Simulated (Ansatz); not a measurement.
Start from Zr in the hcp (Mg type) structure (space group P6_3/mmc, No. 194; a = 3.1456 Å, c = 5.0856 Å).

Computed with DFT with LDA, PAW potentials and a 420 eV plane-wave cutoff in Ansatz (an electronic-structure program), no spin-orbit coupling.

For the base:

| Quantity | Value |
|---|---|
| Lattice parameter a | 3.146 Å |

It is then changed as follows: cell and atoms relaxed at a pressure of 9 GPa.

Task: What happens to the lattice parameter a?

Result: The lattice parameter a decreases by 0.099 Å, from 3.146 Å to 3.047 Å.

Load acts through the strain it causes; cell and atoms are relaxed under it. No phonon test of stability was made. All final runs are without spin polarisation. Measured, Zr leaves this structure (for the ω phase) near 3 GPa (temperature not stated; as listed in C. Cazorla, D. Alfè, M. J. Gillan, Physical Review B (2008)).
